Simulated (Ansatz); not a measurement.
The starting structures come from a database of crystals and need not be the phases stable at ambient conditions.

Inside the gap of an insulator the Bloch states are evanescent, with a wavenumber k + iκ along the transport direction.

Input:

```xyz
16
Lattice="3.9435 0.0000 0.0000 0.0133 7.5393 0.0000 0.0000 0.0000 7.7811" Properties=species:S:1:pos:R:3 pbc="T T T"
W      0.2162     1.9209     2.2117
W      3.7406     5.6185     5.5694
W      3.7340     1.8488     6.1022
W      0.2229     5.6905     1.6788
O      0.0143     5.6600     7.6769
O      3.9426     1.8793     0.1042
O      3.9493     5.6490     3.7864
O      0.0076     1.8903     3.9947
O      3.9453     3.7578     5.8327
O      0.0115     3.7815     1.9484
O      0.0049     0.0118     1.9422
O      3.9520     7.5275     5.8389
O      1.9570     5.6491     5.6813
O      1.9998     1.8903     2.0998
O      2.0065     5.6599     1.7907
O      1.9504     1.8794     5.9903
```

The cell is taken as given; by PBEsol it stands under a pressure of -7.3 GPa.

Transport runs along the normal of the first two printed cell vectors.

The gap is the functional's own, uncorrected, and κ follows it; spin-orbit coupling is left out. Mid-gap means the computed energy nearest the middle.

Problem. Estimate the band gap and the smallest decay constant κ at mid-gap that PBEsol (Ansatz, a quantum-chemistry and plane-wave program) returns for this system.

Solution. Gap 1.39 eV on a 8×4×4 mesh; κ = 0.214 1/Å, at the zone centre.
